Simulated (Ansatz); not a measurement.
The parent structure is NbP (space group I4_1md, No. 109; a = 3.340 Å, c = 11.449 Å; relaxed with 0.1 eV smearing). Axes: x, y, z lie along a, b, c of the conventional cell.

The values are results of r2SCAN (Ansatz, a quantum-chemistry and plane-wave program; PAW; 500 eV plane waves; no spin-orbit coupling), not measurements.

One thing is altered: the cell is scaled by 0.9804 in all directions; the atoms relax in the strained cell.

Predict the stress tensor and what it implies for the stiffness.

Stress of the strained cell less that of the base (GPa, compression positive):
```
   13.9     0.0     0.0
    0.0    13.9     0.0
    0.0     0.0    11.8
```

Then B = −ΔP/(ΔV/V₀) with ΔV/V₀ = -0.0577 gives secant stiffness values (nonlinear terms included at this strain): B (at held cell shape, above the free-shape value) ≈ 229 GPa.

As a check, the harmonic strain energy −½ V₀ Δσ:ε is 39 meV/atom; the computed energy rise is 36 meV/atom.

Whether these cells are dynamically stable was not tested. The final runs are not spin-polarised.
